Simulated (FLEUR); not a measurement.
Worked example: self-consistent single point of NaLiZnS2 (P3m1, 5 atoms in the cell) in FLEUR.

Method: PBEsol, all-electron FLAPW (FLEUR), scalar-relativistic valence in FLEUR.

The change in words: lattice scaled by 0.98. Reference geometry:
```
CELL_PARAMETERS angstrom
      3.98206     0.00000     0.00000
     -1.99103     3.44856     0.00000
      0.00000     0.00000     6.82385
ATOMIC_POSITIONS crystal
  Na 0.00000 0.00000 0.02616
  Li 0.33333 0.66667 0.35665
  Zn 0.66667 0.33333 0.61163
  S  0.33333 0.66667 0.73381
  S  0.66667 0.33333 0.27174
```

Reference input (self-consistent single point, DFT, PBEsol, all-electron FLAPW (FLEUR), scalar-relativistic valence): Kmax = 4.1 1/bohr; GmaxXC = 14.3 1/bohr; xcFunctional = PBEs; jspins = 1; l_soc = F; mode = hist; fermiSmearingEnergy = 0.0001 Htr; mesh (inpgen div1-3) = 10 10 5; inpgen gamma flag = true; Gmax = 14.3 1/bohr; numbands = 0; maxIterBroyd = 15. This run's input differs from it in these lines:

```diff
@@ -3,6 +3,6 @@
 &input film=f /
-1.0000000000 0.0000000040 0.0000000000
--0.5000000035 0.8660254018 0.0000000000
-0.0000000000 0.0000000000 1.7136482419
-7.5250026816
+1.0000000000 -0.0000000644 0.0000000000
+-0.4999999442 0.8660254360 0.0000000000
+0.0000000000 0.0000000000 1.7136481219
+7.3745031442
 1.0 1.0 1.0
@@ -47,5 +47,5 @@
          <bravaisMatrix>
-            <row-1>    7.5250026816000002     0.0000000301000107     0.0000000000000000</row-1>
-            <row-2>   -3.7625013671375092     6.5168434708787171     0.0000000000000000</row-2>
-            <row-3>    0.0000000000000000     0.0000000000000000    12.8952076156166271</row-3>
+            <row-1>    7.3745031442000002    -0.0000004749180025     0.0000000000000000</row-1>
+            <row-2>   -3.6872511606027247     6.3865073007391766     0.0000000000000000</row-2>
+            <row-3>    0.0000000000000000     0.0000000000000000    12.6373034630039740</row-3>
          </bravaisMatrix>
```

Output (repeated stretches shortened):

```
 Iteration:     1   Distance:       9.61897840 me/bohr^3
 Iteration:     2   Distance:       8.45601896 me/bohr^3
 Iteration:     3   Distance:       5.15323575 me/bohr^3
 Iteration:     4   Distance:       3.27282799 me/bohr^3
 Iteration:     5   Distance:       2.49160967 me/bohr^3
   [... 13 lines left out ...]
 Iteration:    19   Distance:       0.00006970 me/bohr^3
 Iteration:    20   Distance:       0.00001323 me/bohr^3
 Iteration:    21   Distance:       0.00001084 me/bohr^3
 Iteration:    22   Distance:       0.00000355 me/bohr^3
 Reset of history
 Run finished successfully
 Stop message:
   Structural relaxation: new displacements generated

[file out, last iteration]
             iter=     23
[...]
          total density-effective poten   -4.3589929716E+03
          total charge density-energy d   -1.3614488586E+02
 Updated energy parameters for spin:           1
[...]
 fermi energy and band-weighting factors:
    0.432460    0.474143    0.474143

[...]
FERMIE:
          first approx. to ef    (T=0)  :   0.116337 htr   (energy of the highest occ. eigenvalue)
          number of occ. states  (T=0)  :        986
          first approx. to seigv (T=0)  :  -9.517763 htr
          sum of weights of occ. states :  17.000000
          sum of semicore charge        :   0.000000 e
FERHIS:  Fermi-Energy by histogram:
          bandgap                     :   0.071380 htr
   [... lines left out ...]
          charge neutrality (T=0)     :   0.000000    (zero if the highest occ. eigenvalue is "entirely" occupied)
 Direct bandgap for spin            1 :    7.1379867189240651E-002  Htr
 ---->    free energy=                     -2761.5617435048 htr
   [... lines left out ...]
 TOTAL FORCE FOR ATOM TYPE=  3  X= -3.687   Y=  2.129   Z= -4.908
                       FX_TOT= 0.000000 FY_TOT= 0.000000 FZ_TOT= 0.003035
 TOTAL FORCE FOR ATOM TYPE=  4  X=  3.687   Y= -2.129   Z= -3.364
                       FX_TOT= 0.000000 FY_TOT= 0.000000 FZ_TOT= 0.001769
 TOTAL FORCE FOR ATOM TYPE=  5  X= -3.687   Y=  2.129   Z=  3.434
                       FX_TOT= 0.000000 FY_TOT= 0.000000 FZ_TOT=-0.004614
```

The run converged in 22 iterations. FLEUR gives forces in its relaxation mode, with a further iteration, so its stop message speaks of a relaxation. Against the reference run the free energy goes down by 3.4 meV/atom, the largest force goes from 0.141 to 0.237 eV/Å and the gap on the mesh goes from 1.695 to 1.942 eV.

The starting cell comes from a database of computed structures (which also holds hypothetical and non-ambient phases and stackings), without a prior relaxation at this level. For this run, on top of that: lattice scaled by 0.98. Values depend on the basis (sphere radii, cutoffs, local orbitals), which need not be converged.

Cost on one core of a shared machine: roughly 8 min.
